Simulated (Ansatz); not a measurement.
The starting structures come from a database of crystals and need not be the phases stable at ambient conditions.

Input:

```
CELL_PARAMETERS angstrom
      3.24090     0.00000     0.00000
      0.00000     4.78800     0.00000
      0.00000     0.00000     4.86658
ATOMIC_POSITIONS crystal
  Sn 0.50000 0.50000 0.50000
  Sn 0.00000 0.00000 0.00000
  O  0.00000 0.70815 0.32104
  O  0.00000 0.29185 0.67896
  O  0.50000 0.20815 0.17896
  O  0.50000 0.79185 0.82104
```

The cell is taken as given; by r2SCAN it stands under a pressure of -8.2 GPa.

Transport runs along the normal of the first two printed cell vectors.

The gap is the functional's own, uncorrected, and κ follows it; spin-orbit coupling is left out. Mid-gap means the computed energy nearest the middle.

Q: Compute, with r2SCAN in Ansatz (a first-principles code), the band gap and the smallest decay constant κ at mid-gap.

A: Gap 1.40 eV on a 10×6×6 mesh; κ = 0.163 1/Å, at the zone centre.
